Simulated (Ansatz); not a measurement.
PbBrF (P4/nmm, No. 129), treated with PBEsol in Ansatz (PAW).

Numerical settings: plane-wave cutoff 500 eV, 10×10×6 k mesh (along the axes of the cell as run), Fermi–Dirac smearing 0.05 eV, scalar-relativistic PAW data made under PBE.

Computed at the level's own relaxed cell.

Problem. Estimate the volume per atom, lattice constant a, lattice parameter c and band gap that the calculation returns.

Solution. 
* **volume per atom**: 21.64 Å³/atom
* **lattice constant a**: 4.144 Å
* **lattice parameter c**: 7.560 Å
* **band gap**: 2.47 eV (on the SCF k mesh)

Note: the cell comes from a level without a dispersion term, which matters for the spacing of layers, chains or molecules.

Spin–orbit coupling is not included; with these elements it can move the gap by several tenths of an eV or more.

Static lattice: no zero-point or thermal effects.

Ansatz is a quantum-chemistry and plane-wave program.
